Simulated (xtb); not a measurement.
xtb 6.7.1, GFN2-xTB: Ni(amdMe)(k2OAc)(NH3)2 (CC1[O][Ni]2(<-[NH3])(<-[NH3])(<-[O]=1)[N](C)C(C)=[N]->2C), charge 0, multiplicity 3, 31 atoms. The geometry is a generated start, not checked to be a minimum at this level.

```json
{
  "run_flags": "--grad",
  "method": "GFN2-xTB",
  "--acc": "1 (default)",
  "--etemp (K)": "300 (default)",
  "basis_functions": "76",
  "valence_electrons": "84"
}
```

Charge 0 and multiplicity 3 are set for this test and not shown to be the ground state. GFN-xTB has no spin term: --uhf 2 sets the occupations alone.

One run each on 1 thread. Values of broydamp tried: 0.02, 0.05, 0.1, 0.2, 0.4 (default), 0.6, 0.8, 1.

Problem. Predict the course of the SCC iterations along this series.

Solution. Fewest SCC iterations, within one of each other: 0.2 with 15, 0.4 (default) with 14, 0.6 with 15. The count rises to 25 at 0.02. All converge to one solution.

```json
[
 {"broydamp": "0.02", "SCC iterations": "25", "end": "same solution"},
 {"broydamp": "0.05", "SCC iterations": "23", "end": "same solution"},
 {"broydamp": "0.1", "SCC iterations": "19", "end": "same solution"},
 {"broydamp": "0.2", "SCC iterations": "15", "end": "same solution"},
 {"broydamp": "0.4 (default)", "SCC iterations": "14", "end": "same solution"},
 {"broydamp": "0.6", "SCC iterations": "15", "end": "same solution"},
 {"broydamp": "0.8", "SCC iterations": "16", "end": "same solution"},
 {"broydamp": "1", "SCC iterations": "17", "end": "same solution"}
]
```
